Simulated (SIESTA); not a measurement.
## Short convergence ladders for ZrTiTe4 (Pm, 6 atoms in the cell)

```xyz
6
Lattice="6.7722 0.0000 0.0000 0.0000 3.9131 0.0000 -0.0140 0.0000 6.8480" Properties=species:S:1:pos:R:3 pbc="T T T"
Zr     3.3861     1.9566     0.0500
Ti     0.0000     0.0000     0.0000
Te     5.7152     1.9566     1.6917
Te     1.0430     1.9566     5.1563
Te     2.1888     0.0000     1.7505
Te     4.5693     0.0000     5.0975
```

Base method: GGA PBEsol, numerical atomic orbitals DZP, PseudoDojo PBEsol standard norm-conserving potentials (rewritten from UPF to PSML) run with SIESTA.

Base settings: XC.functional = GGA; XC.authors = PBEsol; potentials = PseudoDojo PBEsol standard; PAO.BasisSize = DZP; PAO.EnergyShift = 0.01 Ry; MeshCutoff = 400 Ry; kgrid.MonkhorstPack = 3 4 3; OccupationFunction = MP; OccupationMPOrder = 0; ElectronicTemperature = 100 meV.

**The k-point mesh**

Only quantities that move along the ladder and can be compared are tabulated.

| kgrid.MonkhorstPack | free energy less the last step's (meV/atom) | pressure (GPa) | largest difference of a force vector from the last step's (eV/Å) |
|---|---|---|---|
| 1 2 1 | 182.46 | -2.60 | 0.567 |
| 2 2 2 | 148.49 | -2.53 | 0.258 |
| 2 4 2 | 1.94 | -2.93 | 0.135 |
| 3 4 3 | 4.07 | -2.79 | 0.085 |
| 3 6 3 | -3.53 | -2.85 | 0.019 |
| 4 7 4 | -3.16 | -2.80 | 0.022 |
| 8 13 8 | 0.00 | -2.73 | 0.000 |

Coarsest kgrid.MonkhorstPack that holds the free energy within 5 meV/atom: not settled: the last two steps still differ by 3.2 meV/atom, over half the tolerance, so the ladder does not show it.

Coarsest kgrid.MonkhorstPack that holds the pressure within 0.1 GPa: not settled: the last two steps still differ by 0.06 GPa, over half the tolerance, so the ladder does not show it.

Coarsest kgrid.MonkhorstPack that holds the forces within 0.01 eV/Å: not settled: the last two steps still differ by 0.022 eV/Å, over half the tolerance, so the ladder does not show it.

**The k-point mesh at a smearing width of 0.02 eV**

In this ladder: ElectronicTemperature = 20 meV.

Only quantities that move along the ladder and can be compared are tabulated.

| kgrid.MonkhorstPack | free energy less the last step's (meV/atom) | pressure (GPa) | largest difference of a force vector from the last step's (eV/Å) |
|---|---|---|---|
| 2 3 2 | 29.27 | -2.78 | 0.156 |
| 3 4 3 | 4.38 | -2.80 | 0.087 |
| 4 6 4 | -3.81 | -2.82 | 0.037 |
| 6 9 6 | -0.84 | -2.73 | 0.020 |
| 10 16 10 | 0.00 | -2.74 | 0.000 |

Coarsest kgrid.MonkhorstPack that holds the forces within 0.01 eV/Å: not settled: the last two steps still differ by 0.020 eV/Å, over half the tolerance, so the ladder does not show it.

Coarsest kgrid.MonkhorstPack that holds the pressure within 0.05 GPa of the last step, with all finer ones: 6 9 6; the step before is off by 0.08 GPa.

Coarsest kgrid.MonkhorstPack that holds the free energy within 5 meV/atom of the last step, with all finer ones: 3 4 3; the step before is off by 29 meV/atom.

**The k-point mesh at a smearing width of 0.3 eV**

In this ladder: ElectronicTemperature = 300 meV.

Only quantities that move along the ladder and can be compared are tabulated.

| kgrid.MonkhorstPack | free energy less the last step's (meV/atom) | largest difference of a force vector from the last step's (eV/Å) |
|---|---|---|
| 2 3 2 | 20.37 | 0.130 |
| 3 4 3 | 2.39 | 0.053 |
| 4 6 4 | -2.29 | 0.014 |
| 6 9 6 | -0.28 | 0.004 |
| 10 16 10 | 0.00 | 0.000 |

Coarsest kgrid.MonkhorstPack that holds the forces within 0.02 eV/Å of the last step, with all finer ones: 4 6 4; the step before is off by 0.053 eV/Å.

Coarsest kgrid.MonkhorstPack that holds the free energy within 2 meV/atom of the last step, with all finer ones: 6 9 6; the step before is off by 2.3 meV/atom.

On the base run: the starting cell comes from a database of computed structures (which also holds hypothetical and non-ambient phases and stackings), without a prior relaxation at this level. Its lattice was rescaled by up to half a per cent. One atom was moved a little off its site on purpose. Spin polarisation is off, so a magnetic state, if there is one, cannot be reached. Values carry the incompleteness of an atom-centred basis. Without a gap this mesh is coarse (it stands for a supercell whose shortest vector is 16 Å).
